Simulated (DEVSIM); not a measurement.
Device: Si p+/n-/n+ power diode, at 300 K.

Layer 1 from the left is Si, thickness (μm) 1.90, Na (cm⁻³) 3.4e18, τn (s) 8.2e-7, τp (s) 8.2e-7. Layer 2 from the left is Si, thickness (μm) 40.0, Nd (cm⁻³) 1.7e14, τn (s) 8.2e-7, τp (s) 8.2e-7. Layer 3 from the left is Si, thickness (μm) 8.00, Nd (cm⁻³) 2.4e18, τn (s) 8.2e-7, τp (s) 8.2e-7.

Left contact: ohmic. Right contact: ohmic. Voltage is applied to the left contact. Recombination: SRH at mid-gap, radiative. Mobility is μmin + (μ − μmin)/(1 + (N/Nref)^α).

Constants are typed, rounded textbook-type inputs, not results; the design itself was drawn at random and stands for no fabricated device. Values at 300 K.

Si: gap (eV) 1.124, affinity (eV) 4.05, permittivity 11.7, Nc (cm⁻³) 2.86e19, Nv (cm⁻³) 3.1e19, μn (cm²/Vs) 1417, μp (cm²/Vs) 470, μn,min 52, μp,min 45, Nref,n 9.7e16, Nref,p 2.2e17, αn 0.68, αp 0.72, B (cm³/s) 4.7e-15.

DEVSIM, 1D drift-diffusion, Boltzmann statistics, complete ionisation; no tunnelling, impact ionisation, image-force lowering or self-heating.

What does the simulation give for the potential step across the device at zero bias, the dark forward voltage at 1 A/cm², the dark forward voltage at 100 A/cm²?

potential step across the device at zero bias 1.003 V; dark forward voltage at 1 A/cm² 0.649 V; dark forward voltage at 100 A/cm² 0.866 V.
